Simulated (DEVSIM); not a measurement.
Structure: Cr/SiO2/n-Si capacitor, at 250 K.

Layer 1 from the left is SiO2, thickness (nm) 2.60. Layer 2 from the left is Si, thickness (nm) 1700, Nd (cm⁻³) 1.1e17.

Metal gate on the left, work function 4.5 eV. Fixed charge at the semiconductor interface 0 cm⁻² (in units of +e); no interface traps.

This is a model device: material constants are rounded textbook-type values typed into the input, and sizes, dopings and lifetimes were drawn at random. Values at 300 K; Nc and Nv go as T^1.5, mobilities as T to minus their exponent, the gap by Varshni's rule with the affinity fixed.

SiO2: gap (eV) 9, affinity (eV) 0.9, permittivity 3.9. Si: gap (eV) 1.124, affinity (eV) 4.05, permittivity 11.7, Nc (cm⁻³) 2.86e19, Nv (cm⁻³) 3.1e19, Varshni α (eV/K) 0.000473, Varshni β (K) 636.

Model (solved in DEVSIM): 1D Poisson equation in equilibrium, Boltzmann statistics, complete ionisation; no quantum confinement or tunnelling. Metal contacts follow the ideal Schottky-Mott rule: no Fermi-level pinning, no interface dipoles.

What does the simulation give for the minimum of the low-frequency capacitance, the threshold voltage (band bending 2φF), the flat-band voltage?

minimum of the low-frequency capacitance 0.101 μF/cm²; threshold voltage (band bending 2φF) -0.71 V; flat-band voltage 0.34 V.
